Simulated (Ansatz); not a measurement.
Functionals compared on F on the 1x1 (111) surface of fcc Ni, ferromagnetic, one in a 2x2 cell, started at the site 'bridge Ni-Ni (span 2.5 Å)', in Ansatz (plane waves, PAW). The structure was relaxed with PBE; the other rows are single points on it, each with its references at the same level. Cutoff 420 eV.

Set-up: 17 atoms, 6.0 Å thick at the start under the adsorbate (thin: gaps and levels are the slab's own); mesh 7x7x1; 0.1 eV smearing; dipole correction on; 8 atoms held, the rest relaxed; held to the start's symmetry, so lower structures may exist; spin-polarised, no spin-orbit, no U, no dispersion correction. At the end it is bonded to 3 Ni. In PBE it is, or lies within 0.03 eV of, the lowest of the starts that converged. These notes are the PBE run's. Adsorption energies are against ½ F2(g). A negative adsorption energy means that the adsorbate is more stable on the surface than in its reference.

| functional | adsorption energy (eV) | work function of the top face (eV) | change of the work function (eV) | magnetic moment of the cell (μB) | rough cost of the single point |
|---|---|---|---|---|---|
| PBE | -2.81 | 5.69 | 0.62 | 10.93 | – |
| RPBE | (withheld) | (withheld) | (withheld) | 11.03 | roughly 13 core-minutes |

Question: Fill in the missing entries.

Answer: 
- RPBE, adsorption energy (eV): -2.62
- RPBE, work function of the top face (eV): 5.52
- RPBE, change of the work function (eV): 0.62

Ansatz is a program for electronic structure.
